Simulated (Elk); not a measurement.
## Elk run on HfIr3 (Pm-3m, 4 atoms in the cell): self-consistent single point

Method of the run: PBEsol, all-electron FP-LAPW, Elk's shipped species files, APW+lo basis with extra local orbitals run with Elk.

Input as run:

```
tasks
  0

xctype
  22

tforce
  .true.

rgkmax
  7.5

gmaxvr
  18.0

lmaxapw
  10

lmaxo
  8

nxlo
  2

lorbcnd
  .true.

lradstp
  2

nrmtscf
  2.0

lmaxi
  4

stype
  1

swidth
  0.00367493

avec
    7.4550300329    0.0000000000    0.0000000000
    0.0000000000    7.4550300329    0.0000000000
    0.0000000000    0.0000000000    7.4550300329

sppath
  'species/'

atoms
  2   : nspecies
  'Hf.in'   : spfname
  1   : natoms; atposl, bfcmt below
  0.0000000000  0.0000000000  0.0000000000    0.0 0.0 0.0
  'Ir.in'   : spfname
  3   : natoms; atposl, bfcmt below
  0.0000000000  0.5000000000  0.5000000000    0.0 0.0 0.0
  0.5000000000  0.0000000000  0.5000000000    0.0 0.0 0.0
  0.5000000000  0.5000000000  0.0000000000    0.0 0.0 0.0

ngridk
  7 7 7
```

Output (repeated stretches shortened):

```
│ Elk code version 10.2.4 │

All units are atomic (Hartree, Bohr, etc.)

│ Ground-state run starting from atomic densities │

Lattice vectors :
   7.455030033       0.000000000       0.000000000
   0.000000000       7.455030033       0.000000000
   0.000000000       0.000000000       7.455030033

Unit cell volume      :    414.3317288
Brillouin zone volume :   0.5986753999

Muffin-tin inner radius fraction :   0.1000000000E-01

Nuclei treated as point charges

Species :    1 (Hf)
 parameters loaded from : Hf.in
 name : hafnium
 nuclear charge    :   -72.00000000
 electronic charge :    72.00000000
 atomic mass :    325367.3656
 muffin-tin radius :    2.610751145
 number of radial points in muffin-tin :   1399
 atomic positions (lattice), magnetic fields (Cartesian) :
   1 :   0.00000000  0.00000000  0.00000000    0.00000000  0.00000000  0.00000000

Species :    2 (Ir)
 parameters loaded from : Ir.in
 name : iridium
 nuclear charge    :   -77.00000000
 electronic charge :    77.00000000
 atomic mass :    350390.1559
 muffin-tin radius :    2.610751145
 number of radial points in muffin-tin :   1399
 atomic positions (lattice), magnetic fields (Cartesian) :
   1 :   0.00000000  0.50000000  0.50000000    0.00000000  0.00000000  0.00000000
   2 :   0.50000000  0.00000000  0.50000000    0.00000000  0.00000000  0.00000000
   3 :   0.50000000  0.50000000  0.00000000    0.00000000  0.00000000  0.00000000

Total number of atoms per unit cell :    4

Spin treatment :
 spin-unpolarised

Number of Bravais lattice symmetries :   48
Number of crystal symmetries         :   48
Crystal has inversion symmetry
Real symmetric eigensolver will be used

k-point grid :      7     7     7
k-point offset :    0.000000000       0.000000000       0.000000000
k-point set is reduced with full crystal symmetry group
Total number of k-points :       20

Muffin-tin radius times maximum |G+k| :    7.500000000
 using average radius
   [... lines left out ...]
 potential will be trimmed for |G| > 2 gkmax
Constant for pseudocharge density :   12
Radial integration step length :    2

G-vector grid sizes :     45    45    45
Number of G-vectors :    40747

Maximum angular momentum used for
 APW functions                      :   10
 outer part of muffin-tin           :    8
 inner part of muffin-tin           :    4

Total nuclear charge    :   -303.0000000
Total core charge       :    190.0000000
Total valence charge    :    113.0000000
Total excess charge     :    0.000000000
Total electronic charge :    303.0000000

Effective Wigner radius, rₛ :   0.6885555525

Number of empty states         :   16
Total number of valence states :   73
Total number of core states    :  190

Conduction state local-orbitals added automatically
Total number of local-orbitals :  524

Exchange-correlation functional :     22     0     0
 PBEsol, Phys. Rev. Lett. 100, 136406 (2008)
 gradient requirement :    1
 generalised gradient approximation (GGA)

Smearing type :    1
 Methfessel-Paxton order 1, Phys. Rev. B 40, 3616 (1989)
Smearing width :   0.3674930000E-02
Effective electronic temperature (K) :    1160.451112

Mixing type :    3
 Broyden mixing, J. Phys. A: Math. Gen. 17, L317 (1984)

Kohn-Sham potential initialised from atomic data
│ Self-consistent loop started │
│ Loop number : 1 │
 total energy                :     -68664.6486048
│ Loop number : 2 │
 total energy                :     -68665.4485110
RMS change in Kohn-Sham potential (target) :   0.1006723688     (  0.1000000000E-05)
Absolute change in total energy (target)   :   0.7999061830     (  0.1000000000E-03)
│ Loop number : 3 │
 total energy                :     -68665.8558224
RMS change in Kohn-Sham potential (target) :   0.9673579653E-01 (  0.1000000000E-05)
Absolute change in total energy (target)   :   0.6072879729     (  0.1000000000E-03)
│ Loop number : 4 │
 total energy                :     -68665.2439981
RMS change in Kohn-Sham potential (target) :   0.8838330447E-01 (  0.1000000000E-05)
Absolute change in total energy (target)   :   0.4600022853     (  0.1000000000E-03)
│ Loop number : 5 │
 total energy                :     -68661.3714577
RMS change in Kohn-Sham potential (target) :   0.6020563853E-01 (  0.1000000000E-05)
Absolute change in total energy (target)   :    3.987540969     (  0.1000000000E-03)
   [... lines left out ...]
Absolute change in total energy (target)   :   0.1033774574E-01 (  0.1000000000E-03)
│ Loop number : 13 │
 total energy                :     -68652.7602298
RMS change in Kohn-Sham potential (target) :   0.1054112986E-05 (  0.1000000000E-05)
Absolute change in total energy (target)   :   0.2786197132E-02 (  0.1000000000E-03)
│ Loop number : 14 │
 total energy                :     -68652.7602441
RMS change in Kohn-Sham potential (target) :   0.5582425124E-06 (  0.1000000000E-05)
Absolute change in total energy (target)   :   0.6822866417E-03 (  0.1000000000E-03)
│ Loop number : 15 │
 total energy                :     -68652.7602708
RMS change in Kohn-Sham potential (target) :   0.4817079083E-07 (  0.1000000000E-05)
Absolute change in total energy (target)   :   0.1438675099E-03 (  0.1000000000E-03)
│ Loop number : 16 │
 total energy                :     -68652.7602654
RMS change in Kohn-Sham potential (target) :   0.2886632774E-07 (  0.1000000000E-05)
Absolute change in total energy (target)   :   0.4138913937E-04 (  0.1000000000E-03)
Convergence targets achieved

│ Loop number : 17 │

Energies :
 Fermi                       :     0.457429991406
 sum of eigenvalues          :     -42072.8445636
 electron kinetic            :      77922.2797716
 core electron kinetic       :      75082.9424799
 Coulomb                     :     -145237.217508
 Coulomb potential           :     -118233.089694
 nuclear-nuclear             :     -5373.64105733
 electron-nuclear            :     -161494.063208
 Hartree                     :      21630.4867571
 Madelung                    :     -86120.6726613
 xc potential                :     -1762.03464159
 exchange                    :     -1317.08641130
 correlation                 :     -20.7361123980
 total energy                :     -68652.7602602

Density of states at Fermi energy :    90.20086386
 (states/Hartree/unit cell)

Estimated indirect band gap :   0.1132410644E-02
 from k-point     12 to k-point      1
Estimated direct band gap   :   0.6496775514E-02
 at k-point      5

Charges :
 core                        :    190.0000000
 valence                     :    113.0000000
 interstitial                :    4.766045732
 muffin-tins (core leakage)
  species :    1 (Hf)
   atom    1                 :    70.25831345     (  0.1464697768E-05)
  species :    2 (Ir)
   atom    1                 :    75.99188027     (  0.6564103986E-03)
   atom    2                 :    75.99188027     (  0.6564103986E-03)
   atom    3                 :    75.99188027     (  0.6564103986E-03)
 total in muffin-tins        :    298.2339543
 total calculated charge     :    302.9977929
 total charge                :    303.0000000
 error                       :   0.2207116965E-02

│ Self-consistent loop stopped │

Forces :
 species :    1 (Hf)
  atom :    1
   Hellmann-Feynman          :    -0.00000000    0.00000000    0.00000000
   IBS                       :     0.00000000    0.00000000    0.00000000
   total force               :     0.00000000    0.00000000    0.00000000
   total magnitude           :     0.00000000
 species :    2 (Ir)
  atom :    1
   Hellmann-Feynman          :     0.00000000    0.00000000    0.00000000
   IBS                       :    -0.00000000    0.00000000    0.00000000
   total force               :     0.00000000    0.00000000    0.00000000
   total magnitude           :     0.00000000
  atom :    2
   Hellmann-Feynman          :     0.00000000    0.00000000    0.00000000
   IBS                       :    -0.00000000    0.00000000    0.00000000
   total force               :     0.00000000    0.00000000    0.00000000
   total magnitude           :     0.00000000
  atom :    3
   Hellmann-Feynman          :     0.00000000    0.00000000    0.00000000
   IBS                       :    -0.00000000    0.00000000    0.00000000
   total force               :    -0.00000000    0.00000000    0.00000000
   total magnitude           :     0.00000000
```

The run converged in 17 iterations. The count includes the last loop, which Elk runs after its targets are met.

The starting cell comes from a database of computed structures (which also holds hypothetical and non-ambient phases and stackings), without a prior relaxation at this level. Its lattice was rescaled by a random factor within 2.5 % of one. Spin-orbit coupling is off. Spin polarisation is off. Values depend on the basis (sphere radii, cutoffs, local orbitals), which need not be converged. The log's line on a gap gives a spacing of levels on this mesh, which the program prints for metals too.

Cost on one core of a shared machine: roughly 2 min.
